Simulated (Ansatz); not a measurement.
# SiC: response to strain

Take SiC (space group P6_3mc, No. 186) as the base.

```
SiC
1.0
    3.07808     0.00000     0.00000
   -1.53904     2.66570     0.00000
    0.00000     0.00000    10.07605
Si C
4 4
Direct
  0.00000   0.00000   0.50032
  0.00000   0.00000   0.00032
  0.33333   0.66667   0.25025
  0.66667   0.33333   0.75025
  0.00000   0.00000   0.31286
  0.00000   0.00000   0.81286
  0.33333   0.66667   0.06221
  0.66667   0.33333   0.56221
```

Strains are applied to the cell and any free atomic positions relax.

Level of theory: Kohn–Sham DFT with the PBEsol functional, run in Ansatz (a program for electronic structure) with PAW and 420 eV plane waves, scalar-relativistic without spin-orbit coupling.

Candidates:
(a) isotropic strain −2.25 %
(b) isotropic strain −3.00 %
(c) isotropic strain −1.50 %
(d) isotropic strain −0.75 %

Notes on the quantities. energy relative to the base: free energy F.

Problem. Order them by energy relative to the base, lowest first.

Solution. (d) isotropic strain −0.75 % (+3.7 meV/atom), (c) isotropic strain −1.50 % (+15 meV/atom), (a) isotropic strain −2.25 % (+35 meV/atom), (b) isotropic strain −3.00 % (+63 meV/atom)

No phonon test of stability was made.
